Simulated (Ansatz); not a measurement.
Band structure of Mo₃Pt (Pm-3n, 8 atoms in the cell).

```
CELL_PARAMETERS angstrom
      4.98700     0.00000     0.00000
      0.00000     4.98700     0.00000
      0.00000     0.00000     4.98700
ATOMIC_POSITIONS crystal
  Mo 0.25000 0.00000 0.50000
  Mo 0.50000 0.75000 0.00000
  Mo 0.75000 0.00000 0.50000
  Mo 0.50000 0.25000 0.00000
  Mo 0.00000 0.50000 0.75000
  Mo 0.00000 0.50000 0.25000
  Pt 0.00000 0.00000 0.00000
  Pt 0.50000 0.50000 0.50000
```

Computed with r2SCAN, default PAW files made with PBE (plane waves; Ansatz, an electronic-structure program).

Settings: kpoints.mp_grid.grid = 5 5 5; kpoints.mp_grid.shift = 0.5 0.5 0.5; hamiltonian.xc = r2scan; hamiltonian.pseudopotentials = {kind: paw} (the program's default PAW files); scf.occupations.method = methfessel_paxton; scf.occupations.width = 0.1 eV; kpoints.band_path.npoints = 10.

The starting cell comes from a database of published, mostly measured structures (it also holds non-ambient and calculated ones), without a prior relaxation at this level. Spin-orbit coupling is off. Spin polarisation is off.

Levels in eV from the Fermi level, bands 57 to 64:
| point | 57 | 58 | 59 | 60 | 61 | 62 | 63 | 64 |
|---|---|---|---|---|---|---|---|---|
| Γ | -1.56 | -0.25 | -0.25 | -0.04 | -0.04 | -0.04 | 1.36 | 1.36 |
| X | -0.82 | -0.82 | -0.61 | -0.61 | -0.19 | -0.19 | 1.39 | 1.39 |
| M | -1.03 | -0.19 | 0.01 | 0.19 | 0.19 | 0.35 | 0.74 | 0.81 |
| R | 0.13 | 0.13 | 0.13 | 0.13 | 0.13 | 0.13 | 1.30 | 1.30 |

Bands cross the Fermi level along this path, so the cell is metallic at this level.

Keys are those of Ansatz 0.2.
